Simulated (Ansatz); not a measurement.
# Si: response to strain

The reference is Si in the diamond structure (space group Fd-3m, No. 227; a = 5.402 Å).

Strains are applied to the cell and any free atomic positions relax.

The values are results of LDA (Ansatz, an electronic-structure program, PAW, without spin-orbit coupling), not measurements.

Candidates:
(a) isotropic strain +3.00 %
(b) isotropic strain −1.00 %
(c) isotropic strain −3.00 %
(d) isotropic strain +2.00 %
(e) isotropic strain +2.50 %

Base values:

| Property | Result |
|---|---|
| Band gap | 0.45 eV |

Problem. Order them by band gap, highest first.

Solution. (a) isotropic strain +3.00 % (0.59 eV), (e) isotropic strain +2.50 % (0.57 eV), (d) isotropic strain +2.00 % (0.55 eV), (b) isotropic strain −1.00 % (0.39 eV), (c) isotropic strain −3.00 % (0.27 eV)

Whether these cells are dynamically stable was not tested. The zero or small gap of Si under isotropic strain −3.00 % can change with the level of theory.
